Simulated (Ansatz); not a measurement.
Cubic perovskite BaHfO₃

Computed with PBE in Ansatz (plane waves, PAW).

Settings: plane-wave cutoff 520 eV, 6×6×6 k mesh, scalar-relativistic PAW data made under PBE.

Cell: measured lattice: a = b = c = 4.171 Å, α = β = γ = 90.00°.

```yaml
elastic constant C11: 344 GPa
elastic constant C12: 88.0 GPa
elastic constant C44: 92.6 GPa
Voigt–Reuss–Hill bulk modulus: 173 GPa
Voigt–Reuss–Hill shear modulus (Hill average): 106 GPa
young_modulus: 263 GPa
poisson_ratio: 0.247
```

Note: the cell isn't this level's own, so it is under some stress, which shifts stiffness and frequencies.

Elastic constants are with the ions relaxed.

Spin–orbit coupling is not included.

Cost on a shared machine: around 60 core-seconds (rough).

Ansatz is an electronic-structure program.
